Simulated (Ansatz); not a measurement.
Here is the system:

```
CELL_PARAMETERS angstrom
      0.00000     3.22971     3.22971
      3.22971     0.00000     3.22971
      3.22971     3.22971     0.00000
ATOMIC_POSITIONS crystal
  Cd 0.00000 0.00000 0.00000
  Te 0.25000 0.25000 0.25000
```

No spin polarisation.

All numbers come from DFT with r2SCAN, PAW potentials and a 500 eV plane-wave cutoff in Ansatz (a quantum-chemistry and plane-wave program), scalar-relativistic without spin-orbit coupling. k-mesh 9×9×9 (Γ-centred); smearing 0.05 eV (Fermi–Dirac).

**Question.** Predict the band gap, space group and pressure.

**Answer.** Band gap: 1.31 eV
Space group: F-43m (No. 216)
Pressure: 2.03 GPa

With Te present, leaving out spin-orbit coupling can change the band edges. The cells carry an imposed strain or load. Whether these cells are dynamically stable was not tested. The cell was made from CdTe in the zinc blende structure (space group F-43m, No. 216) by this change: isotropic strain −1.50 %.
